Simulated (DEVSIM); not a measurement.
Device: GaAs n-i-p diode, at 300 K.

Layer 1 from the left is GaAs, thickness (μm) 0.200, Nd (cm⁻³) 2.1e17, τn (s) 3.4e-8, τp (s) 3.4e-8. Layer 2 from the left is GaAs, thickness (μm) 0.350, Na (cm⁻³) 2.5e12, τn (s) 3.4e-8, τp (s) 3.4e-8. Layer 3 from the left is GaAs, thickness (μm) 0.370, Na (cm⁻³) 2.1e17, τn (s) 3.4e-8, τp (s) 3.4e-8.

Left contact: ohmic. Right contact: ohmic. Voltage is applied to the left contact. Recombination: SRH at mid-gap, radiative, Auger. Mobility is μmin + (μ − μmin)/(1 + (N/Nref)^α).

The device is made up for the run: typed textbook-type constants, with dimensions and the other settings drawn at random. Values at 300 K.

GaAs: gap (eV) 1.424, affinity (eV) 4.07, permittivity 12.9, Nc (cm⁻³) 4.7e17, Nv (cm⁻³) 9e18, μn (cm²/Vs) 8500, μp (cm²/Vs) 400, μn,min 500, μp,min 20, Nref,n 6e16, Nref,p 1.5e17, αn 0.39, αp 0.38, B (cm³/s) 2e-10, Cn (cm⁶/s) 1e-30, Cp (cm⁶/s) 1e-30.

Simulated with DEVSIM: 1D drift-diffusion, Boltzmann statistics, complete ionisation; no tunnelling, impact ionisation, image-force lowering or self-heating.

Task: What does the simulation give for the potential step across the device at zero bias, the dark forward voltage at 1 A/cm², the dark forward voltage at 100 A/cm²?

Result: potential step across the device at zero bias 1.306 V; dark forward voltage at 1 A/cm² 1.009 V; dark forward voltage at 100 A/cm² 1.130 V.
